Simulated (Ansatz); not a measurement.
The starting structures come from a database of crystals and need not be the phases stable at ambient conditions.

 Where the default PAW files enter, the runs use the earlier of Ansatz's two default sets.

# Evanescent states of BaGaBO₃F₂ (P6_3/m, not sure to be the ambient phase, 16 atoms a cell, 13.1 Å³ an atom, -5 GPa at this level) along the normal of (001)

Level of theory: r2SCAN (plane waves, PAW; Ansatz, a first-principles code).

No gap correction and no spin-orbit coupling; mid-gap values are interpolated between computed energies.

Energies count from the valence-band top; κ is the least over a 12×12 mesh across the current.

```
E (eV)  κ (1/Å)  where
------  -------  -----
0.13      0.389  off Γ
0.39      0.456  off Γ
0.65      0.502  off Γ
0.91      0.536  off Γ
1.17      0.554      Γ
1.43      0.566      Γ
1.69      0.576      Γ
1.95      0.543      Γ
2.21      0.523      Γ
2.47      0.508      Γ
2.73      0.493      Γ
2.99      0.478      Γ
3.25      0.462      Γ
3.51      0.444      Γ
3.77      0.424      Γ
4.03      0.402      Γ
4.29      0.375      Γ
4.55      0.345      Γ
4.81      0.308      Γ
5.07      0.262      Γ
5.33      0.200      Γ
5.59      0.091      Γ
```

**Question.** How thick must the barrier be to attenuate the transmission by 10^6 when the electrodes' Fermi level lies at 5.07 eV, and what attenuation does that film give at 5.33 eV?

**Answer.** d = 6 ln 10 / (2 × 0.262) = 26.4 Å. At 5.33 eV it gives 6 × 0.200/0.262 = 4.6 decades.
